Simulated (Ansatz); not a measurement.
# A computed series for WSi2: response to strain

Consider WSi2 (space group I4/mmm, No. 139; a = 3.185 Å, c = 7.773 Å; relaxed with 0.1 eV smearing). Axes: x, y, z lie along a, b, c of the conventional cell.

Strains are applied to the cell and any free atomic positions relax.

Method: LDA, PAW, 420 eV (Ansatz, a program for electronic structure; no SOC).

Notes on the quantities. energy relative to the base: free energy F; pressure: mean of the normal stresses, compression positive.

```
case                            energy relative to the base  volume per atom  pressure
------------------------------  ---------------------------  ---------------  --------
base                                             0 meV/atom         13.14 Å³   0.0 GPa
uniaxial strain ε_zz = −3.00 %                 +23 meV/atom         12.75 Å³   8.8 GPa
uniaxial strain ε_zz = −2.50 %                 +16 meV/atom         12.82 Å³   7.2 GPa
uniaxial strain ε_zz = −2.00 %                +9.9 meV/atom         12.88 Å³   5.6 GPa
uniaxial strain ε_zz = −0.50 %                +0.6 meV/atom         13.08 Å³   1.3 GPa
uniaxial strain ε_zz = +1.00 %                +2.3 meV/atom         13.28 Å³  -2.5 GPa
uniaxial strain ε_zz = +1.50 %                +5.0 meV/atom         13.34 Å³  -3.6 GPa
uniaxial strain ε_zz = +2.00 %                +8.8 meV/atom         13.41 Å³  -4.8 GPa
uniaxial strain ε_zz = +2.50 %                 +13 meV/atom         13.47 Å³  -5.8 GPa
uniaxial strain ε_zz = +3.00 %                 +19 meV/atom         13.54 Å³  -6.8 GPa
```

Whether these cells are dynamically stable was not tested. The final runs are not spin-polarised.
